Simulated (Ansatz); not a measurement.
Functionals compared on a constructed model of the (100) surface of fcc Ir, a pseudomorphic layer of Mg in the host's stacking (bottom of the slab: a bare face, its two planes held), in Ansatz (plane waves, PAW). The structure was relaxed with PBE; the other rows are single points on it. Cutoff 420 eV (500 eV for r2SCAN).

Set-up: 7 atoms, 11.9 Å thick at the start; mesh 14x14x1; 0.1 eV smearing; dipole correction on; 2 atoms held, the rest relaxed; held to the start's symmetry, so lower structures may exist; no spin, no spin-orbit, no U. It is one candidate, not shown to be the stable structure of the face. These notes are the PBE run's.

| functional | work function of the top face (eV) | rough cost of the single point |
|---|---|---|
| PBE | 4.01 | – |
| RPBE | 3.95 | roughly 40 core-seconds |
| r2SCAN | (withheld) | very roughly 70 core-seconds |

Task: What belongs in the gaps?

Result: 
- r2SCAN, work function of the top face (eV): 4.09

Ansatz is a program for electronic structure.
